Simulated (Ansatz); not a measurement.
This Ansatz (a first-principles code) input is the reference run, Cu₃N (space group Pm-3m, No. 221), computed with PBEsol in Ansatz (plane waves to 420 eV, PAW, without spin-orbit coupling):

Ansatz 0.2 input:
```yaml
crystal:
  lattice:
    - [3.764912145, 0, 0]
    - [0, 3.764912145, 0]
    - [0, 0, 3.764912145]
  atoms:
    - { symbol: N, position: [0, 0, 0] }
    - { symbol: Cu, position: [0.5, 0, 0] }
    - { symbol: Cu, position: [0, 0, 0.5] }
    - { symbol: Cu, position: [0, 0.5, 0] }
basis: { ecutwfc: 420, ecutrho_ratio: 4, xc_grid: 2, fft_grid_basis: typed }
kpoints: { mp_grid: { grid: [12, 12, 12] } }
hamiltonian:
  xc: pbesol
  dispersion: none
  pseudopotentials: { kind: paw }
scf: { occupations: { method: fermi_dirac, width: 0.05 }, convergence: { dr2_threshold: 0.0000000004 } }
output: { forces: true, stress: true }
```

Q: Write the input for this change: biaxial strain +1.88 %, plane normal [111], relaxed out of plane (Cartesian); in-plane vectors clamped, the third vector and the atoms free.

A: 
Ansatz 0.2 input:
```yaml
crystal:
  lattice:
    - [5.4244883452, 0, 0]
    - [2.7122441726, 4.6977447094, 0]
    - [2.7122441726, -1.5659149031, 2.1532405138]
  atoms:
    - { symbol: N, position: [0, 0, 0] }
    - { symbol: Cu, position: [0, 0, 0.5] }
    - { symbol: Cu, position: [0.5, 0, 0.5] }
    - { symbol: Cu, position: [0.5, 0.5, 0.5] }
basis: { ecutwfc: 420, ecutrho_ratio: 4, xc_grid: 2, fft_grid_basis: typed }
kpoints: { mp_grid: { grid: [12, 12, 12] } }
hamiltonian:
  xc: pbesol
  dispersion: none
  pseudopotentials: { kind: paw }
scf: { occupations: { method: fermi_dirac, width: 0.05 } }
relax: { f_tol: 0.005, max_steps: 50, cell: { stress_tol: 0.01, fix: [a, b, gamma] } }
output: { forces: true, stress: true }
checkpoint: { write: state.ck, write_every: 1000 }
```
This is the input that was run; other choices of cell and start would serve too.

Stability against distortions was not tested. All final runs are without spin polarisation.
